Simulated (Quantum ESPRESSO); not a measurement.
Worked example: self-consistent single point of CaZrN2 (R-3m, 4 atoms in the cell) in Quantum ESPRESSO.

Method: PBEsol, GBRV 1.5 ultrasoft (PBESOL) pseudopotentials (plane waves; Quantum ESPRESSO).

```xyz
4
Lattice="1.6675 0.9627 5.6420 -1.6675 0.9627 5.6420 0.0000 -1.9255 5.6420" Properties=species:S:1:pos:R:3 pbc="T T T"
Ca     0.0000     0.0000     0.0000
Zr     0.0000     0.0000     8.4630
N      0.0000     0.0000     4.0304
N      0.0000     0.0000    12.8956
```

Reference input (self-consistent single point, DFT, PBEsol, plane waves, GBRV 1.5 ultrasoft (PBESOL) pseudopotentials): ecutwfc = 40 Ry; ecutrho = 320 Ry; occupations = smearing; smearing = fermi-dirac; degauss = 0.0036749 Ry; potentials = {Ca: ca_pbesol_v1.uspp.F.UPF, Zr: zr_pbesol_v1.uspp.F.UPF, N: n_pbesol_v1.2.uspp.F.UPF}; K_POINTS = automatic 8 8 8 0 0 0; conv_thr = 1e-10 Ry. This run's input differs from it in these lines:

```diff
@@ -35,3 +35,3 @@
 K_POINTS {automatic}
-8 8 8  0 0 0
+6 6 6  0 0 0
```

Log, with long lists cut:

```
     Self-consistent Calculation

     iteration #  1     ecut=    40.00 Ry     beta= 0.70

     negative rho (up, down):  6.329E-02 0.000E+00

     total energy              =    -213.91461151 Ry
     estimated scf accuracy    <       1.36065962 Ry

     iteration #  2     ecut=    40.00 Ry     beta= 0.70

     negative rho (up, down):  6.249E-02 0.000E+00

     total energy              =    -213.68233934 Ry
     estimated scf accuracy    <       5.36683940 Ry

     iteration #  3     ecut=    40.00 Ry     beta= 0.70

     negative rho (up, down):  6.274E-02 0.000E+00

     total energy              =    -214.63195808 Ry
     estimated scf accuracy    <       0.11042829 Ry

   [... 8 blocks of this kind left out ...]

     iteration # 12     ecut=    40.00 Ry     beta= 0.70

     negative rho (up, down):  6.454E-02 0.000E+00

     total energy              =    -214.64432439 Ry
     estimated scf accuracy    <          3.0E-09 Ry

     iteration # 13     ecut=    40.00 Ry     beta= 0.70

     negative rho (up, down):  6.454E-02 0.000E+00
     End of self-consistent calculation

     the Fermi energy is    11.8304 ev

!    total energy              =    -214.64432439 Ry
     estimated scf accuracy    <          3.9E-11 Ry
     smearing contrib. (-TS)   =      -0.00001385 Ry
     internal energy E=F+TS    =    -214.64431054 Ry

     convergence has been achieved in  13 iterations

     negative rho (up, down):  6.454E-02 0.000E+00

     Forces acting on atoms (cartesian axes, Ry/au):

     atom    1 type  1   force =     0.00000000    0.00000000    0.00000000
     atom    2 type  2   force =     0.00000000    0.00000000    0.00000000
     atom    3 type  3   force =     0.00000000    0.00000000   -0.00588696
     atom    4 type  3   force =     0.00000000   -0.00000000    0.00588696

     Total force =     0.008325     Total SCF correction =     0.000010

     negative rho (up, down):  6.454E-02 0.000E+00
          total   stress  (Ry/bohr**3)                   (kbar)     P=      -74.16
  -0.00050963   0.00000000   0.00000000          -74.97        0.00        0.00
   0.00000000  -0.00050963   0.00000000            0.00      -74.97        0.00
   0.00000000   0.00000000  -0.00049317            0.00        0.00      -72.55

   JOB DONE.
```

The run converged in 13 iterations. Against the reference run the free energy rises by 1.8 meV/atom, the pressure moves little (-7.45 to -7.42 GPa), the largest force goes from 0.144 to 0.151 eV/Å and the gap on the mesh hardly changes (0.427 to 0.422 eV).

The starting cell comes from a database of computed structures (which also holds hypothetical and non-ambient phases and stackings), without a prior relaxation at this level. Its lattice was rescaled by a random factor within 2.5 % of one. With a pressure of about -7 GPa the cell is away from its equilibrium volume at this level.

Cost on one core of a shared machine: roughly 50 s.
